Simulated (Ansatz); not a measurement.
The starting structures come from a database of crystals and need not be the phases stable at ambient conditions.

The decay constant κ of evanescent states in the gap governs leakage through a thin film.

Data:

```
AlAs
1.0
    4.00239     0.00000     0.00000
    0.00000     6.57780     0.00000
    2.00120     0.00000     3.46617
Al As
2 2
Direct
  0.33333   0.99932   0.33333
  0.66667   0.49932   0.66667
  0.33333   0.62468   0.33333
  0.66667   0.12468   0.66667
```

Space group of this cell: P6_3mc, wurtzite. The cell is taken as given.

Transport runs along the normal of the first two printed cell vectors, the (100) plane of the conventional cell.

The gap is the functional's own. No spin-orbit coupling. Mid-gap values are interpolated on the energy grid.

**Question.** Predict the band gap and the smallest decay constant κ at mid-gap from PBEsol (Ansatz, an electronic-structure program).

**Answer.** Gap 1.65 eV on a 10×6×10 mesh; κ = 0.117 1/Å, at the zone centre.
